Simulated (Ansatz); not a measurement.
Output of an Ansatz run (abridged):

```
WARN basis.ecutwfc = 420 eV, the default
WARN ansatz: RAYON_NUM_THREADS=1 ignored (pool sized by the plan → 1); use --threads N
Pseudopotentials: kind: paw
Pseudopotential: Si, paw, valence charge 4
Pseudopotential: C, paw, valence charge 4
Crystal: 2 atoms, lattice volume = 19.582 Å³
Basis set: ecut = 420 eV, 387 PW (Γ), exchange–correlation on 48×48×48 points (8 copies of the dense FFT grid, shifted against one another)
Bands: 8, of which v1, the nominal top of the filled ones, is band 4 counted from 1 (3 counted from 0)
Symmetry: 24 space group operations
Space group: F-43m (ITA 216), of the structure as read, at distance tolerance 2.7e-5 Å
k-points: 84 of 2197 (time reversal used)
Initial density: superposition of atomic densities (neutral atoms: chi_scale 0, normalization atom), corrected by the library's trained network
Initial wavefunctions: pseudopotential atomic-orbital guess
Eigensolver: davidson
Functional: x = pbe(κ = 0.804, μ = 0.2195149727645171), c = pbe(β = 0.06672455060314922)
SCF iter   1: F=—  HF=-887.088575 eV  |F-HF|=—  |Δ(HF+E_count)|=         —  Δρ=1.82e-3  dr2=5.30e-4  ethr=1.77e-3  ⟨swp⟩=4.8  Hψ=4734  notcnv=0  defer=131
all-band conjugate gradients solve this SCF's bands
preconditioner: auto → none
SCF iter   2: F=—  HF=-887.088673 eV  |F-HF|=—  |Δ(HF+E_count)|=   9.87e-5  Δρ=7.06e-4  dr2=4.49e-5  ethr=6.62e-6  ⟨swp⟩=2.1  Hψ=1775  notcnv=0  defer=160
SCF iter   3: F=—  HF=-887.088704 eV  |F-HF|=—  |Δ(HF+E_count)|=   3.09e-5  Δρ=3.49e-4  dr2=5.77e-6  ethr=5.61e-7  ⟨swp⟩=2.7  Hψ=1011  notcnv=0  defer=98
SCF iter   4: F=—  HF=-887.088726 eV  |F-HF|=—  |Δ(HF+E_count)|=   2.21e-5  Δρ=4.29e-5  dr2=2.25e-7  ethr=7.21e-8  ⟨swp⟩=2.1  Hψ=986  notcnv=0  defer=155
iter 5 did not close the SCF: its close was put off for the readings that it lacked (scf_convergence_deferred on its scf_iter line)
SCF iter   5: F=-887.088727 eV  HF=-887.088727 eV  |F-HF|=1.55e-9  |Δ(HF+E_count)|=   2.15e-7  Δρ=3.01e-6  dr2=7.45e-10  ethr=2.81e-9  ⟨swp⟩=2.1  Hψ=1001  notcnv=0  defer=156
SCF iter   6: F=-887.088727 eV  HF=-887.088727 eV  |F-HF|=1.52e-11  |Δ(HF+E_count)|=   1.74e-9  Δρ=3.67e-7  dr2=1.56e-11  ethr=9.31e-12  ⟨swp⟩=4.0  Hψ=3421  notcnv=0
SCF 1 converged in 6 iterations: F = -887.088727 eV  dr2 = 1.56e-11
SCF converged after 6 iterations
Free energy (F): -887.088727 eV
Harris-Foulkes:  -887.088727 eV  (|F-HF|=1.52e-11)
Internal energy: -887.088727 eV  (E = F + TS)
E sigma→0 (E₀):  -887.088727 eV
Fermi energy:    10.187520 eV
--- Per-component energies (eV) ---
  E_band       = 33.198902
  E_kinetic    = 138.792099
  E_local      = -101.067229  (includes V_loc(G=0)·N_el)
  E_nonlocal   = 52.595788
  E_hartree    = 31.523865
  E_xc         = -106.510180
  E_vxc        = -110.677864  (∫ρ·V_xc dr)
  E_paw        = -612.358910  (= ΣΔE_a)
  E_vpaw       = -9.491664  (= ΣTr[D̂ρ^β])
  E_aug_tail   = 0.000013  (compensation charges beyond the density's cutoff)
  E_ewald      = -290.064173
  E_smearing   = -0.000000  (= −TS)
  E_closure    = -0.000000  (closes the sum)
  Σ components = -887.088727   (vs F -887.088727, Δ=0.00e0)
--- Forces (eV/Å), atoms counted from 1 ---
  atom   1  Si    -0.00000000     0.00000000     0.00000000
  atom   2  C      0.00000000    -0.00000000    -0.00000000
  max |Σ_I F_I| component: 7.40e-17 eV/Å
--- Stress (GPa, compression-positive) ---
       17.074465      -0.000000       0.000000
       -0.000000      17.074465       0.000000
       -0.000000       0.000000      17.074465
  P = ⅓ Tr σ = 17.0745 GPa (170.745 kbar)
  The stress holds the Pulay correction. Without it, at fixed plane waves, as pw.x and ABINIT print it: P = 16.7789 GPa
--- Band table (eV; the first three rows and the last of 84) ---
  k-point 0: bands = ["-5.6562", "10.1875", "10.1875", "10.1875", "17.0472", "17.8907", "17.8907", "17.8907"]
  k-point 1: bands = ["-5.5353", "9.5570", "10.1059", "10.1059", "17.2204", "18.0476", "18.0476", "18.0546"]
  k-point 2: bands = ["-5.1753", "8.0681", "9.8966", "9.8966", "17.0745", "18.3699", "18.3699", "18.8903"]
  k-point 83: bands = ["-0.2284", "3.0820", "4.8412", "5.6469", "15.3936", "19.5989", "19.8142", "21.3358"]
```

The structure:

```xyz
2
Lattice="0.0000 2.1393 2.1393 2.1393 0.0000 2.1393 2.1393 2.1393 0.0000" Properties=species:S:1:pos:R:3 pbc="T T T"
Si     1.0697     1.0697     1.0697
C      0.0000     0.0000     0.0000
```

Write an input that gives this output.

Other spellings and defaults could give the same log, and not every line can be read from it. The input that was run (DFT, PBE, plane waves, default PAW files):

Ansatz 0.2 input:
```yaml
# SiC
crystal:
  lattice:
    - [0.000000, 2.139333, 2.139333]
    - [2.139333, 0.000000, 2.139333]
    - [2.139333, 2.139333, 0.000000]
  atoms:
    - { symbol: Si, position: [0.250000, 0.250000, 0.250000] }
    - { symbol: C, position: [0.000000, 0.000000, 0.000000] }
kpoints:
  mp_grid: { grid: [13, 13, 13] }
hamiltonian:
  xc: pbe
  pseudopotentials: { kind: paw }
scf:
  occupations: { method: fixed }
output:
  forces: true
  eigenvalues: true
  stress: true
```

The starting cell comes from a database of computed structures (which also holds hypothetical and non-ambient phases and stackings), without a prior relaxation at this level. Its lattice was rescaled by a random factor within 2.5 % of one. With a pressure of about 17 GPa the cell is away from its equilibrium volume at this level. Ansatz's pressure includes its estimate of the finite-basis (Pulay) stress. Another mesh or the band path of this cell gives a smaller gap, so this value is not converged in the mesh.

Ansatz is a program for electronic structure.
